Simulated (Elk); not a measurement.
# Worked example: self-consistent single point of MnSiNi (P6_3/mmc, 6 atoms in the cell) in Elk

Level of theory: LDA (PW92), all-electron FP-LAPW, Elk's shipped species files, APW+lo basis with extra local orbitals run with Elk 10.2.4.

Input:

```
tasks
  0

xctype
  3

spinpol
  .true.

reducebf
  0.5

rgkmax
  8.0

gmaxvr
  14.0

nxlo
  2

lorbcnd
  .true.

rmtscf
  0.89

lmaxi
  3

stype
  0

swidth
  0.00499791

avec
    7.6655038312    0.0000000274    0.0000000000
   -3.8327519393    6.6385210369    0.0000000000
    0.0000000000    0.0000000000    9.1542490874

atoms
  3   : nspecies
  'Mn.in'   : spfname
  2   : natoms; atposl, bfcmt below
  0.6666666667  0.3333333333  0.7500000000    0.0 0.0 -2.0
  0.3333333333  0.6666666667  0.2500000000    0.0 0.0 -2.0
  'Si.in'   : spfname
  2   : natoms; atposl, bfcmt below
  0.3333333333  0.6666666667  0.7500000000    0.0 0.0 0.0
  0.6666666667  0.3333333333  0.2500000000    0.0 0.0 0.0
  'Ni.in'   : spfname
  2   : natoms; atposl, bfcmt below
  0.0000000000  0.0000000000  0.5000000000    0.0 0.0 0.0
  0.0000000000  0.0000000000  0.0000000000    0.0 0.0 0.0

ngridk
  6 6 5
```

Output, abridged:

```
│ Elk code version 10.2.4 │

All units are atomic (Hartree, Bohr, etc.)

│ Ground-state run starting from atomic densities │

Lattice vectors :
   7.665503831      0.2740000000E-07   0.000000000
  -3.832751939       6.638521037       0.000000000
   0.000000000       0.000000000       9.154249087

Unit cell volume      :    465.8378441
Brillouin zone volume :   0.5324818852

Muffin-tin inner radius fraction :   0.1000000000E-01

Nuclei treated as point charges

Species :    1 (Mn)
 parameters loaded from : Mn.in
 name : manganese
 nuclear charge    :   -25.00000000
 electronic charge :    25.00000000
 atomic mass :    100145.9369
 muffin-tin radius :    2.136000000
 number of radial points in muffin-tin :    497
 atomic positions (lattice), magnetic fields (Cartesian) :
   1 :   0.16666667  0.33333333  0.25000000    0.00000000  0.00000000 -2.00000000
   2 :  -0.16666667 -0.33333333 -0.25000000    0.00000000  0.00000000 -2.00000000

Species :    2 (Si)
 parameters loaded from : Si.in
 name : silicon
 nuclear charge    :   -14.00000000
 electronic charge :    14.00000000
 atomic mass :    51196.73454
 muffin-tin radius :    1.958000000
 number of radial points in muffin-tin :    397
 atomic positions (lattice), magnetic fields (Cartesian) :
   1 :  -0.16666667 -0.33333333  0.25000000    0.00000000  0.00000000  0.00000000
   2 :   0.16666667  0.33333333 -0.25000000    0.00000000  0.00000000  0.00000000

Species :    3 (Ni)
 parameters loaded from : Ni.in
 name : nickel
 nuclear charge    :   -28.00000000
 electronic charge :    28.00000000
 atomic mass :    106991.5230
 muffin-tin radius :    2.136000000
 number of radial points in muffin-tin :    497
 atomic positions (lattice), magnetic fields (Cartesian) :
   1 :   0.50000000  0.00000000  0.00000000    0.00000000  0.00000000  0.00000000
   2 :   0.50000000  0.00000000  0.50000000    0.00000000  0.00000000  0.00000000

Total number of atoms per unit cell :    6

   [... lines left out ...]
 potential will be trimmed for |G| > 2 gkmax
Constant for pseudocharge density :    7
Radial integration step length :    4

G-vector grid sizes :     35    35    42
Number of G-vectors :    21557

Maximum angular momentum used for
 APW functions                      :    8
 outer part of muffin-tin           :    6
 inner part of muffin-tin           :    3

Total nuclear charge    :   -134.0000000
Total core charge       :    64.00000000
Total valence charge    :    70.00000000
Total excess charge     :    0.000000000
Total electronic charge :    134.0000000

Effective Wigner radius, rₛ :   0.9397531422

Number of empty states         :   24
Total number of valence states :  118
Total number of core states    :   64

Conduction state local-orbitals added automatically
Total number of local-orbitals :  460

Exchange-correlation functional :      3     0     0
 Perdew-Wang/Ceperley-Alder, Phys. Rev. B 45, 13244 (1992)
 gradient requirement :    0
 local density approximation (LDA)

Smearing type :    0
 Gaussian
Smearing width :   0.4997910000E-02
Effective electronic temperature (K) :    1578.215154

Mixing type :    3
 Broyden mixing, J. Phys. A: Math. Gen. 17, L317 (1984)

Kohn-Sham potential initialised from atomic data
│ Self-consistent loop started │
│ Loop number : 1 │
 total energy                :     -5949.11609091
 total moment                :    4.997159708
│ Loop number : 2 │
 total energy                :     -5947.92169892
 total moment                :    4.993954973
RMS change in Kohn-Sham potential (target) :   0.2424946612     (  0.1000000000E-05)
Absolute change in total energy (target)   :    1.194391988     (  0.1000000000E-03)
│ Loop number : 3 │
 total energy                :     -5948.49478078
 total moment                :    4.970074522
RMS change in Kohn-Sham potential (target) :   0.2536741552     (  0.1000000000E-05)
Absolute change in total energy (target)   :   0.2744838586     (  0.1000000000E-03)
│ Loop number : 4 │
 total energy                :     -5948.16945346
 total moment                :    4.766412767
RMS change in Kohn-Sham potential (target) :   0.2416961590     (  0.1000000000E-05)
Absolute change in total energy (target)   :   0.2567063534     (  0.1000000000E-03)
│ Loop number : 5 │
 total energy                :     -5945.75975137
   [... lines left out ...]
 total moment                :   -3.582822514
RMS change in Kohn-Sham potential (target) :   0.6097083993E-05 (  0.1000000000E-05)
Absolute change in total energy (target)   :   0.4332645858E-03 (  0.1000000000E-03)
│ Loop number : 24 │
 total energy                :     -5928.03027801
 total moment                :   -3.579669227
RMS change in Kohn-Sham potential (target) :   0.3391902102E-05 (  0.1000000000E-05)
Absolute change in total energy (target)   :   0.3361197287E-04 (  0.1000000000E-03)
│ Loop number : 25 │
 total energy                :     -5928.03004061
 total moment                :   -3.578779674
RMS change in Kohn-Sham potential (target) :   0.2194938127E-05 (  0.1000000000E-05)
Absolute change in total energy (target)   :   0.2290008097E-03 (  0.1000000000E-03)
│ Loop number : 26 │
 total energy                :     -5928.03008056
 total moment                :   -3.578125107
RMS change in Kohn-Sham potential (target) :   0.6796322176E-06 (  0.1000000000E-05)
Absolute change in total energy (target)   :   0.1729458472E-04 (  0.1000000000E-03)
Convergence targets achieved

│ Loop number : 27 │

Energies :
 Fermi                       :     0.378449229037
 sum of eigenvalues          :     -3387.93779192
 electron kinetic            :      6003.30487876
 core electron kinetic       :      5435.08763832
 Coulomb                     :     -11668.8901551
 Coulomb potential           :     -9043.93815733
 nuclear-nuclear             :     -855.618278720
 electron-nuclear            :     -12582.6055955
 Hartree                     :      1769.33371907
 Madelung                    :     -7146.92107646
 xc potential                :     -347.206323973
 xc effective B-field        :    -0.981980289645E-01
 external B-field            :      0.00000000000
 exchange                    :     -251.131106010
 correlation                 :     -11.3135994805
 total energy                :     -5928.02998185
 (external B-field energy excluded from total)

Density of states at Fermi energy :    169.3986451
 (states/Hartree/unit cell)

Estimated indirect band gap :   0.1557330115E-03
 from k-point      5 to k-point     11
Estimated direct band gap   :   0.1584635141E-02
 at k-point      5

Charges :
 core                        :    64.00000000
 valence                     :    70.00000000
 interstitial                :    10.12778045
 muffin-tins (core leakage)
  species :    1 (Mn)
   atom    1                 :    23.48774752     (  0.1395914495E-09)
   atom    2                 :    23.48774752     (  0.1395914495E-09)
  species :    2 (Si)
   atom    1                 :    11.69549923     (  0.4704505509E-02)
   atom    2                 :    11.69549923     (  0.4704505509E-02)
  species :    3 (Ni)
   atom    1                 :    26.75286302     (  0.1184486161E-02)
   atom    2                 :    26.75286302     (  0.1184486161E-02)
 total in muffin-tins        :    123.8722195
 total calculated charge     :    133.9878715
 total charge                :    134.0000000
 error                       :   0.1212853969E-01

Moments :
 interstitial                :  -0.1345072496
 muffin-tins
  species :    1 (Mn)
   atom    1                 :   -1.616085810
   atom    2                 :   -1.616085810
  species :    2 (Si)
   atom    1                 :   0.3555561803E-01
   atom    2                 :   0.3555561803E-01
  species :    3 (Ni)
   atom    1                 :  -0.1414918690
   atom    2                 :  -0.1414918690
 total in muffin-tins        :   -3.444044121
 total moment                :   -3.578551371

│ Self-consistent loop stopped │
```

The run converged in 27 iterations. The count includes the last loop, which Elk runs after its targets are met.

The starting cell comes from a database of computed structures (which also holds hypothetical and non-ambient phases and stackings), without a prior relaxation at this level. The magnetic order is the one reached from the typed start; others were not searched systematically. Values depend on the basis (sphere radii, cutoffs, local orbitals), which need not be converged. The log's line on a gap gives a spacing of levels on this mesh, which the program prints for metals too.

Cost on one core of a shared machine: roughly 4 min.
